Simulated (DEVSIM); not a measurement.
abrupt Si p-n junction

Device: abrupt Si p-n junction, at 300 K.

```tsv
layer (left to right)	material	thickness (μm)	Nd (cm⁻³)	Na (cm⁻³)	τn (s)	τp (s)
1	Si	0.330	-	1.1e15	1.4e-7	1.4e-7
2	Si	8.80	8e14	-	1.4e-7	1.4e-7
```

Left contact: ohmic. Right contact: ohmic. Voltage is applied to the left contact. Recombination: SRH at mid-gap, radiative. Mobility is constant in doping.

Constants are typed, rounded textbook-type inputs, not results; the design itself was drawn at random and stands for no fabricated device. Values at 300 K.

```
parameter           Si
-------------  -------
gap (eV)         1.124
affinity (eV)     4.05
permittivity      11.7
Nc (cm⁻³)      2.86e19
Nv (cm⁻³)       3.1e19
μn (cm²/Vs)       1417
μp (cm²/Vs)        470
B (cm³/s)      4.7e-15
```

DEVSIM, 1D drift-diffusion, Boltzmann statistics, complete ionisation; no tunnelling, impact ionisation, image-force lowering or self-heating.

```yaml
potential_step_across_the_device_at_zero_bias: 0.588 V
largest_field_in_the_device_at_zero_bias: 9200 V/cm
Dark forward voltage at 1 A/cm²: 0.447 V
Dark forward voltage at 100 A/cm²: 0.876 V
```

Small-signal capacitance in reverse bias (quasi-static):

| V (V) | C (nF/cm²) |
|---|---|
| -0.04 | 9.45 |
| -0.1 | 9.08 |
| -0.2 | 8.54 |
| -0.3 | 8.10 |
| -0.4 | 7.72 |
| -0.6 | 7.10 |
| -0.8 | 6.61 |
| -1 | 6.22 |
| -1.3 | 5.73 |
| -1.6 | 5.35 |
| -2 | 4.94 |

Dark reverse current:

```csv
V (V),J (A/cm²)
-0.04,-1.5e-7
-0.10,-2.3e-7
-0.20,-3.1e-7
-0.30,-3.8e-7
-0.40,-4.5e-7
-0.60,-5.7e-7
-0.80,-6.8e-7
-1.00,-7.8e-7
-1.30,-9.2e-7
-1.60,-1.1e-6
-2.00,-1.2e-6
```
